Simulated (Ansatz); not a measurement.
## Defect calculation: F interstitial in fcc Ir

All values below come from PBE, PAW (plane waves to 420 eV; Ansatz, an electronic-structure program). Details: 32-site cell; 6×6×6 shifted k-points; start: void with 6Ir nearest; no spin–orbit coupling; finite-size errors of tenths of an eV; the relaxation kept the symmetry of the starting site; relaxed from one start, so a lower configuration may exist.

Neighbours after relaxation, in Å: of the F atom: Ir 2.17, Ir 2.17, Ir 2.17, Ir 2.17, Ir 2.17, Ir 2.17.

Formation energies E_f are those of the neutral cell. Chemical conditions: host crystal and elements as references (Δμ(F) = 0.00 eV; F taken from its element, since no compound that bounds it was computed at this level; only phases computed here count, gases as isolated molecules at 0 K). Reference phases: F: F2 molecule in a box.

The name describes the start; the neighbours show where the added atom ended.

| charge | moment (μB) | point group | largest move off a lattice site (Å) | E_f, host crystal and elements as references (eV) |
|---|---|---|---|---|
| 0 | not spin-polarised | Oh | 0.23 | 6.23 |

Point groups are those of the whole cell at tolerances of 0.03 and 0.1 Å ("near" where only the looser one holds); none is given for unsettled states.
